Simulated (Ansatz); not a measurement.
## ZrB2: transverse stress against strain

ZrB2 (AlB2 type, P6/mmm, 10.076 Å³/atom at rest, c along z) under a strain ε along c (axis z), the other axes held. PBEsol in Ansatz, a plane-wave DFT program (PAW, default set), 420 eV, 21×21×17 Γ-centred mesh, Fermi-Dirac smearing 0.10 eV; ions are relaxed within the symmetry of each cell. Stress is positive for a compressed cell.

Here s stands for strain and y for stress xx.

| strain (%) | stress xx (GPa) |
|---|---|
| -1.50 | 2.04 |
| -1.00 | 1.33 |
| -0.50 | 0.65 |
| 0.00 | 0.00 |
| 0.50 | -0.63 |
| 1.00 | -1.24 |
| 1.50 | -1.83 |
| 3.00 | ? |

Q: Using a straight line, estimate the missing y at s = 3.00 from the other rows, showing the fit.

A: Means: s 0, y 0.046. About the means, the sum of products is -9.0150 and the sum of squares of s is 7.0000; the slope is their ratio. Least squares gives y = 0.046 - 1.2879·s. Residuals (row less fit): 0.062, -0.004, -0.040, -0.046, -0.032, 0.002, 0.056; standard error 0.048 (degrees of freedom: 5). The slope gives the elastic constant C13 = 129 ± 1.8 GPa. At the withheld row, y = 0.046 - 1.2879 × 3.0 = -3.818 GPa. The calculation gives -3.45 GPa, 0.368 GPa above the prediction (6.7 % of the range of y in the table). The row lies outside the fitted rows, so this is an extrapolation. From the scatter of the fitted rows alone, a prediction at this place has a standard error of 0.076 GPa, so the miss is 4.8 times that.

One order more, fitted to all 13 runs of the series, follows each within 0.01, so the miss is the next term of a smooth law. In a metal these values are sensitive to mesh and smearing; energies are taken to zero smearing, stresses follow the free energy. Rows are the converged runs of the series near zero and its far end; series whose fitted rows scatter by over a few per cent of the range, as at a crossing or softening among them, aren't shown in this form. Most that stay on the fit to the last digits aren't either.
